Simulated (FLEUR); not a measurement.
A self-consistent single point of Y (P1, 4 atoms in the cell) with FLEUR.

Computed with PBE, all-electron FLAPW (FLEUR), scalar-relativistic valence in FLEUR.

The change in words: lattice scaled by 0.98. Reference geometry:
```
Y
1.0
    3.62122     0.00000     0.00000
   -1.81061     3.13607     0.00000
    0.00000     0.00000    11.65131
Y
4
Direct
  0.00247   0.98578   0.00691
  0.01651   0.01023   0.50118
  0.32926   0.65056   0.23634
  0.65177   0.35342   0.75557
```

Reference input (self-consistent single point, DFT, PBE, all-electron FLAPW (FLEUR), scalar-relativistic valence): Kmax = 3.8 1/bohr; GmaxXC = 13.3 1/bohr; xcFunctional = pbe; jspins = 1; l_soc = F; mode = hist; fermiSmearingEnergy = 0.00367493 Htr; mesh (inpgen div1-3) = 6 6 2; inpgen gamma flag = true; Gmax = 13.3 1/bohr; numbands = 0; maxIterBroyd = 25. This run's input differs from it in these lines:

```diff
@@ -3,5 +3,5 @@
 &input film=f /
-6.8431175494 0.0000000620 0.0000000000
--3.4215588284 5.9263136079 0.0000000000
-0.0000000000 0.0000000000 22.0177754445
+6.7062560506 0.0000000559 0.0000000000
+-3.3531280737 5.8077880761 0.0000000000
+0.0000000000 0.0000000000 21.5774201246
 1.0
@@ -45,5 +45,5 @@
          <bravaisMatrix>
-            <row-1>    6.8431175493999996     0.0000000620000000     0.0000000000000000</row-1>
-            <row-2>   -3.4215588283999998     5.9263136079000001     0.0000000000000000</row-2>
-            <row-3>    0.0000000000000000     0.0000000000000000    22.0177754444999998</row-3>
+            <row-1>    6.7062560506000004     0.0000000559000000     0.0000000000000000</row-1>
+            <row-2>   -3.3531280737000002     5.8077880760999996     0.0000000000000000</row-2>
+            <row-3>    0.0000000000000000     0.0000000000000000    21.5774201245999997</row-3>
          </bravaisMatrix>
```

The program printed (abridged):

```
 Iteration:     1   Distance:       3.21425637 me/bohr^3
 Iteration:     2   Distance:       2.38763947 me/bohr^3
 Iteration:     3   Distance:       2.09394250 me/bohr^3
 Iteration:     4   Distance:       1.23577744 me/bohr^3
 Iteration:     5   Distance:       1.09445651 me/bohr^3
   [... 11 lines left out ...]
 Iteration:    17   Distance:       0.00007562 me/bohr^3
 Iteration:    18   Distance:       0.00004883 me/bohr^3
 Iteration:    19   Distance:       0.00001924 me/bohr^3
 Iteration:    20   Distance:       0.00000350 me/bohr^3
 Reset of history
 Run finished successfully
 Stop message:
   Structural relaxation: new displacements generated

[file out, last iteration]
             iter=     21
[...]
          total density-effective poten   -2.1970926295E+04
          total charge density-energy d   -4.3889390548E+02
 Updated energy parameters for spin:           1
[...]
 fermi energy and band-weighting factors:
    0.409740    0.417151

[...]
FERMIE:
          first approx. to ef    (T=0)  :   0.289446 htr   (energy of the highest occ. eigenvalue)
          number of occ. states  (T=0)  :        880
          first approx. to seigv (T=0)  : -20.170425 htr
          sum of weights of occ. states :  22.013889
          sum of semicore charge        :   0.000000 e
FERHIS:  Fermi-Energy by histogram:
          bandgap                     :   0.000019 htr
   [... lines left out ...]
          charge neutrality (T=0)     :   0.027778    (zero if the highest occ. eigenvalue is "entirely" occupied)
     EF_NEWTON:  Adjust Fermi-Energy by Newton-Method.
 Direct bandgap for spin            1 :    6.3335184580458614E-003  Htr
 ---->    free energy=                    -13542.8603829533 htr
   [... lines left out ...]
 TOTAL FORCE FOR ATOM TYPE=  2  X=  0.076   Y=  0.059   Z=-10.763
                       FX_TOT=-0.001526 FY_TOT=-0.000342 FZ_TOT=-0.002642
 TOTAL FORCE FOR ATOM TYPE=  3  X=  3.380   Y= -2.029   Z=  5.100
                       FX_TOT= 0.000383 FY_TOT= 0.000795 FZ_TOT= 0.016733
 TOTAL FORCE FOR ATOM TYPE=  4  X= -3.520   Y=  2.053   Z= -5.274
                       FX_TOT= 0.002349 FY_TOT=-0.001252 FZ_TOT=-0.002497
```

The run converged in 20 iterations. FLEUR gives forces in its relaxation mode, with a further iteration, so its stop message speaks of a relaxation. Against the reference run the free energy rises by 10.0 meV/atom and the largest force goes from 0.750 to 0.862 eV/Å.

The starting cell was generated: these elements placed on a structure prototype, without a prior relaxation; it need not be a known phase or ordering of this composition. Its atoms were displaced at random from the sites of space group no. 194. For this run, on top of that: lattice scaled by 0.98. Values depend on the basis (sphere radii, cutoffs, local orbitals), which need not be converged. The log's line on a gap gives a spacing of levels on this mesh, which the program prints for metals too.

Cost on one core of a shared machine: roughly 9 min.
